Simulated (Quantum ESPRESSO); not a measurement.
Input and output of a self-consistent single point for MgPd₃ (Pm-3m, 4 atoms in the cell) (Quantum ESPRESSO).

Level of theory: PBEsol, spin-orbit coupling, PseudoDojo fully relativistic norm-conserving (PBESOL) pseudopotentials (plane waves; Quantum ESPRESSO).

```yaml
crystal:
  lattice:
    - [3.96476, 0.00000, 0.00000]
    - [0.00000, 3.96476, 0.00000]
    - [0.00000, 0.00000, 3.96476]
  atoms:
    - { symbol: Mg, position: [0.00000, 0.00000, 0.00000] }
    - { symbol: Pd, position: [0.00000, 0.50000, 0.50000] }
    - { symbol: Pd, position: [0.50000, 0.00000, 0.50000] }
    - { symbol: Pd, position: [0.50000, 0.50000, 0.00000] }
```

Reference input (self-consistent single point, DFT, PBEsol, plane waves, GBRV 1.5 ultrasoft (PBESOL) pseudopotentials): ecutwfc = 40 Ry; ecutrho = 320 Ry; occupations = smearing; smearing = fd; degauss = 0.0073499 Ry; potentials = {Mg: mg_pbesol_v1.4.uspp.F.UPF, Pd: pd_pbesol_v1.4.uspp.F.UPF}; K_POINTS = automatic 7 7 7 0 0 0; conv_thr = 1e-11 Ry. This run's input differs from it in these lines:

```diff
@@ -13,4 +13,3 @@
     ntyp = 2
-    ecutwfc = 40
-    ecutrho = 320
+    ecutwfc = 85
     occupations = 'smearing'
@@ -18,2 +17,4 @@
     degauss = 0.0073499
+    noncolin = .true.
+    lspinorb = .true.
 /
@@ -23,4 +24,4 @@
 ATOMIC_SPECIES
-Mg    24.3050  mg_pbesol_v1.4.uspp.F.UPF
-Pd   106.4200  pd_pbesol_v1.4.uspp.F.UPF
+Mg    24.3050  Mg.upf
+Pd   106.4200  Pd.upf
 CELL_PARAMETERS {angstrom}
```

Output, abridged:

```
     Self-consistent Calculation

     iteration #  1     ecut=    85.00 Ry     beta= 0.70

---- Real-time Memory Report at c_bands before calling an iterative solver
           360 MiB given to the printing process from OS
           333 MiB allocation reported by mallinfo(arena+hblkhd)
------------------

     total energy              =    -926.99096210 Ry
     estimated scf accuracy    <       1.60202208 Ry

     iteration #  2     ecut=    85.00 Ry     beta= 0.70

---- Real-time Memory Report at c_bands before calling an iterative solver
           408 MiB given to the printing process from OS
   [... lines left out ...]

---- Real-time Memory Report at c_bands before calling an iterative solver
           477 MiB given to the printing process from OS
           457 MiB allocation reported by mallinfo(arena+hblkhd)
------------------

     total energy              =    -927.84577776 Ry
     estimated scf accuracy    <          1.4E-11 Ry

     iteration # 12     ecut=    85.00 Ry     beta= 0.70

---- Real-time Memory Report at c_bands before calling an iterative solver
           477 MiB given to the printing process from OS
           457 MiB allocation reported by mallinfo(arena+hblkhd)
------------------
     End of self-consistent calculation

   [... 7 lines left out ...]

   [... 7 lines left out ...]

   [... 7 lines left out ...]

   [... 7 lines left out ...]

     the Fermi energy is    15.8222 ev

!    total energy              =    -927.84577776 Ry
     estimated scf accuracy    <          1.3E-14 Ry
     smearing contrib. (-TS)   =      -0.00896771 Ry
     internal energy E=F+TS    =    -927.83681005 Ry

     convergence has been achieved in  12 iterations

     Forces acting on atoms (cartesian axes, Ry/au):

     atom    1 type  1   force =     0.00000000    0.00000000    0.00000000
   [... zero for the other atoms too ...]

     Total force =     0.000000     Total SCF correction =     0.000000

          total   stress  (Ry/bohr**3)                   (kbar)     P=      -57.98
  -0.00039413   0.00000000   0.00000000          -57.98        0.00        0.00
   0.00000000  -0.00039413   0.00000000            0.00      -57.98        0.00
   0.00000000   0.00000000  -0.00039413            0.00        0.00      -57.98

   JOB DONE.
```

The run converged in 12 iterations. Against the reference run the pressure moves little (-5.71 to -5.80 GPa).

The starting cell comes from a database of computed structures (which also holds hypothetical and non-ambient phases and stackings), without a prior relaxation at this level. Its lattice was rescaled by a random factor within 2.5 % of one. With a pressure of about -6 GPa the cell is away from its equilibrium volume at this level.

Cost on one core of a shared machine: roughly 4 min.
